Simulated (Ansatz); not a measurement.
An Ansatz (a quantum-chemistry and plane-wave program) run: PtS2 with a change (x(P) = 0.25, 6 atoms, P3m1); PBE-D3(BJ)/PAW in Ansatz, scalar-relativistic without spin-orbit coupling.

Input:

Ansatz 0.2 input:
```yaml
crystal:
  lattice:
    - [3.574932896, 0, 0]
    - [-1.787466448, 3.0959827048, 0]
    - [0, 0, 8.9761026514]
  atoms:
    - { symbol: Pt, position: [0, 0, 0.9987463891] }
    - { symbol: Pt, position: [0, 0, 0.5076338438] }
    - { symbol: S, position: [0.3333333333, 0.6666666667, 0.8595301279] }
    - { symbol: S, position: [0.3333333333, 0.6666666667, 0.3650814639] }
    - { symbol: P, position: [0.6666666667, 0.3333333333, 0.6362197287] }
    - { symbol: S, position: [0.6666666667, 0.3333333333, 0.1327884466] }
basis: { ecutwfc: 420, ecutrho_ratio: 4, xc_grid: 2, fft_grid_basis: typed }
kpoints: { mp_grid: { grid: [15, 15, 5] } }
hamiltonian:
  xc: pbe
  dispersion: d3bj
  pseudopotentials: { kind: paw }
scf: { occupations: { method: fermi_dirac, width: 0.05 }, convergence: { dr2_threshold: 0.0000000006 } }
output: { forces: true, stress: true }
checkpoint: { write: state.ck, write_every: 1000 }
```

Output:

```
WARN ansatz: RAYON_NUM_THREADS=2 ignored (pool sized by the plan → 2); use --threads N
Pseudopotentials: kind: paw
Pseudopotential: Pt, paw, valence charge 18
Pseudopotential: S, paw, valence charge 6
Pseudopotential: P, paw, valence charge 5
Functional definition: PBE
Crystal: 6 atoms, lattice volume = 99.347 Å³
Basis set: ecut = 420 eV, 1895 PW (Γ), exchange–correlation on 48×48×120 points (8 copies of the dense FFT grid, shifted against one another)
Bands: 36, of which v1, the nominal top of the filled ones, is band 30 counted from 1 (29 counted from 0)
Symmetry: 6 space group operations
Space group: P3m1 (ITA 156), of the structure as read, at distance tolerance 4.6e-5 Å
k-points: 119 of 1125 (time reversal used)
Initial density: superposition of atomic densities (neutral atoms: chi_scale 0, normalization atom), corrected by the library's trained network
Initial wavefunctions: pseudopotential atomic-orbital guess
Eigensolver: davidson
Functional: x = pbe(κ = 0.804, μ = 0.2195149727645171), c = pbe(β = 0.06672455060314922)
SCF iter   1: F=—  HF=-28512.349191 eV  |F-HF|=—  |Δ(HF+E_count)|=         —  Δρ=4.04e-3  dr2=5.10e-2  ethr=1.77e-3  ⟨swp⟩=8.4  Hψ=19949  notcnv=0
all-band conjugate gradients solve this SCF's bands
preconditioner: auto → Kerker (q_TF=auto, 2.501 Å⁻¹)
SCF iter   2: F=—  HF=-28512.346430 eV  |F-HF|=—  |Δ(HF+E_count)|=   2.76e-3  Δρ=2.04e-3  dr2=1.24e-2  ethr=8.64e-5  ⟨swp⟩=1.5  Hψ=5411  notcnv=0  defer=17
SCF iter   3: F=—  HF=-28512.345727 eV  |F-HF|=—  |Δ(HF+E_count)|=   7.03e-4  Δρ=4.73e-4  dr2=1.03e-3  ethr=2.11e-5  ⟨swp⟩=1.7  Hψ=4331  notcnv=0  defer=17
SCF iter   4: F=—  HF=-28512.345676 eV  |F-HF|=—  |Δ(HF+E_count)|=   5.12e-5  Δρ=2.02e-4  dr2=1.72e-4  ethr=1.75e-6  ⟨swp⟩=2.0  Hψ=4710  notcnv=0  defer=17
SCF iter   5: F=—  HF=-28512.345669 eV  |F-HF|=—  |Δ(HF+E_count)|=   7.34e-6  Δρ=1.32e-4  dr2=3.75e-5  ethr=2.91e-7  ⟨swp⟩=2.2  Hψ=5777  notcnv=0  defer=17
SCF iter   6: F=—  HF=-28512.345662 eV  |F-HF|=—  |Δ(HF+E_count)|=   6.26e-6  Δρ=3.88e-5  dr2=2.39e-6  ethr=6.36e-8  ⟨swp⟩=2.3  Hψ=6148  notcnv=0  defer=17
SCF iter   7: F=—  HF=-28512.345660 eV  |F-HF|=—  |Δ(HF+E_count)|=   2.02e-6  Δρ=1.24e-5  dr2=3.35e-7  ethr=4.05e-9  ⟨swp⟩=2.1  Hψ=6164  notcnv=0  defer=20
SCF iter   8: F=—  HF=-28512.345660 eV  |F-HF|=—  |Δ(HF+E_count)|=   8.89e-8  Δρ=5.10e-6  dr2=4.64e-8  ethr=5.67e-10  ⟨swp⟩=2.0  Hψ=6190  notcnv=0  defer=20
SCF iter   9: F=—  HF=-28512.345660 eV  |F-HF|=—  |Δ(HF+E_count)|=   1.11e-8  Δρ=2.66e-6  dr2=1.01e-8  ethr=7.86e-11  ⟨swp⟩=2.0  Hψ=6307  notcnv=0  defer=21
SCF iter  10: F=—  HF=-28512.345660 eV  |F-HF|=—  |Δ(HF+E_count)|=   1.01e-9  Δρ=7.14e-7  dr2=9.06e-10  ethr=1.72e-11  ⟨swp⟩=2.0  Hψ=6067  notcnv=0  defer=22
SCF iter  11: F=-28512.345660 eV  HF=-28512.345660 eV  |F-HF|=1.02e-10  |Δ(HF+E_count)|=  3.46e-10  Δρ=2.46e-7  dr2=1.99e-10  ethr=1.02e-12  ⟨swp⟩=4.0  Hψ=14068  notcnv=0
SCF 1 converged in 11 iterations: F = -28512.345660 eV  dr2 = 1.99e-10
SCF converged after 11 iterations
Free energy (F): -28512.345660 eV
Harris-Foulkes:  -28512.345660 eV  (|F-HF|=1.02e-10)
Internal energy: -28512.331900 eV  (E = F + TS)
E sigma→0 (E₀):  -28512.338780 eV
Entropy (-TS):   -0.013760 eV (-2.293 meV/atom)
Fermi energy:    12.642756 eV
--- Per-component energies (eV) ---
  E_band       = -527.692518
  E_kinetic    = 1667.380515
  E_local      = -5299.148509  (includes V_loc(G=0)·N_el)
  E_nonlocal   = 515.928450
  E_hartree    = 2059.182639
  E_xc         = -877.975825
  E_vxc        = -931.234214  (∫ρ·V_xc dr)
  E_paw        = -21277.311118  (= ΣΔE_a)
  E_vpaw       = -598.984175  (= ΣTr[D̂ρ^β])
  E_aug_tail   = 0.000384  (compensation charges beyond the density's cutoff)
  E_ewald      = -5297.492499
  E_disp       = -2.895938  (pairwise vdW)
  E_smearing   = -0.013760  (= −TS)
  E_closure    = 0.000000  (closes the sum)
  Σ components = -28512.345660   (vs F -28512.345660, Δ=0.00e0)
  [band-id]    e_kinetic+e_local+e_nonlocal+2·e_hartree+e_vxc+e_vpaw+e_augmentation_tail = -527.692271   (vs E_band -527.692518, Δ=2.46e-4)
--- Forces (eV/Å), atoms counted from 1 ---
  atom   1  Pt     0.00000000    -0.00000000     0.00279919
  atom   2  Pt     0.00000000     0.00000000     0.00241588
  atom   3  S      0.00000000    -0.00000000    -0.00405949
  atom   4  S      0.00000000    -0.00000000    -0.00278067
  atom   5  P      0.00000000     0.00000000    -0.00291311
  atom   6  S      0.00000000    -0.00000000     0.00453909
  max |Σ_I F_I| component: 8.92e-7 eV/Å
--- Stress (GPa, compression-positive) ---
       -0.013323       0.000000      -0.000000
        0.000000      -0.013323       0.000000
       -0.000000       0.000000       0.010392
  P = ⅓ Tr σ = -0.0054 GPa (-0.054 kbar)
  The stress holds the Pulay correction. Without it, at fixed plane waves, as pw.x and ABINIT print it: P = -0.0428 GPa
  The stress includes an estimate of the error left by incomplete SCF convergence (largest component -0.0002 GPa).
--- Band table ---
  band table: none
```

These are small ordered cells, not random alloys; other orderings at the same x differ. No phonon test of stability was made. The final runs are not spin-polarised. An odd electron count without spin: Pt2PS3. The cell was made from PtS2 by this change: x(P) = 0.25, 6 atoms, P3m1.
